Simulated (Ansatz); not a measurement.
Band structure of C (P6_3/mmc, 4 atoms in the cell).

```xyz
4
Lattice="1.2300 -2.1304 0.0000 1.2300 2.1304 0.0000 0.0000 0.0000 6.7100" Properties=species:S:1:pos:R:3 pbc="T T T"
C      0.0000     0.0000     1.6775
C      0.0000     0.0000     5.0325
C      1.2300     0.7101     1.6775
C      1.2300    -0.7101     5.0325
```

Level of theory: PBE, PAW files (plane waves; Ansatz, a first-principles code).

Settings: kpoints.mp_grid.grid = 15 15 5; hamiltonian.xc = pbe; hamiltonian.pseudopotentials = {kind: paw} (an earlier, softer set of the program's PAW files); scf.occupations.method = gaussian; scf.occupations.width = 0.136 eV; kpoints.band_path.npoints = 8.

The starting cell has typed, rounded lattice constants, without a prior relaxation at this level.

Levels in eV from the Fermi level, bands 5 to 11:
```json
[
 {"point": "Γ", "5": "-3.01", "6": "-3.01", "7": "-2.99", "8": "-2.99", "9": "4.27", "10": "8.39", "11": "8.39"},
 {"point": "M", "5": "-6.44", "6": "-6.39", "7": "-2.77", "8": "-2.09", "9": "1.52", "10": "2.20", "11": "7.28"},
 {"point": "K", "5": "-10.58", "6": "-10.58", "7": "-0.63", "8": "-0.02", "9": "-0.02", "10": "0.72", "11": "11.15"},
 {"point": "A", "5": "-3.00", "6": "-3.00", "7": "-3.00", "8": "-3.00", "9": "6.90", "10": "6.90", "11": "8.41"},
 {"point": "L", "5": "-6.41", "6": "-6.41", "7": "-2.37", "8": "-2.37", "9": "1.67", "10": "1.67", "11": "7.47"},
 {"point": "H", "5": "-10.59", "6": "-10.59", "7": "0.00", "8": "0.00", "9": "0.02", "10": "0.02", "11": "10.19"}
]
```

No band crosses the Fermi level by more than 0.03 eV along this path.

Keys are those of Ansatz 0.2.
